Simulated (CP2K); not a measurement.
Band structure of CaCuSi (P-6m2, 3 atoms in the cell).

```xyz
3
Lattice="4.1218 0.0000 0.0000 -2.0609 3.5696 0.0000 0.0000 0.0000 4.0810" Properties=species:S:1:pos:R:3 pbc="T T T"
Ca     0.0000     0.0000     0.0000
Si     0.0000     2.3797     2.0405
Cu     2.0609     1.1899     2.0405
```

Method: PBEsol, GPW, DZVP-MOLOPT-SR-GTH basis, GTH-PBE potentials (GTH_POTENTIALS) run with CP2K.

Settings: CUTOFF = 600 Ry; REL_CUTOFF = 50 Ry; SMEAR/METHOD = GAUSSIAN; SIGMA = 0.1 eV; KPOINTS/SCHEME = MONKHORST-PACK 8 8 7; GAMMA_CENTERED = T; XC_FUNCTIONAL = PBE:PBESOL; Ca/BASIS_SET = DZVP-MOLOPT-SR-GTH-q10; Ca/POTENTIAL = GTH-PBE-q10; Si/BASIS_SET = DZVP-MOLOPT-SR-GTH-q4; Si/POTENTIAL = GTH-PBE-q4; Cu/BASIS_SET = DZVP-MOLOPT-SR-GTH-q11; Cu/POTENTIAL = GTH-PBE-q11; METHOD = GPW.

The starting cell comes from a database of computed structures (which also holds hypothetical and non-ambient phases and stackings), without a prior relaxation at this level. Spin polarisation is off. Values carry the incompleteness of an atom-centred basis. The potentials were made for another functional than the one used.

Levels in eV from the Fermi level, bands 9 to 14:
```
point      9     10     11     12     13     14
-----  -----  -----  -----  -----  -----  -----
Γ      -3.04  -3.04   0.00   0.67   0.67   1.48
M      -3.22  -3.16  -3.11  -0.53   0.44   1.08
K      -3.16  -3.09  -3.08  -2.78   1.00   2.16
A      -3.13  -3.13  -2.77   1.93   1.93   2.67
L      -3.13  -3.12  -2.64  -1.22  -0.98  -0.08
H      -3.25  -2.79  -2.67  -2.19  -1.04   0.17
```

Bands cross the Fermi level along this path, so the cell is metallic at this level.

Higher empty bands are left out: an atom-centred basis made for the valence describes them poorly.
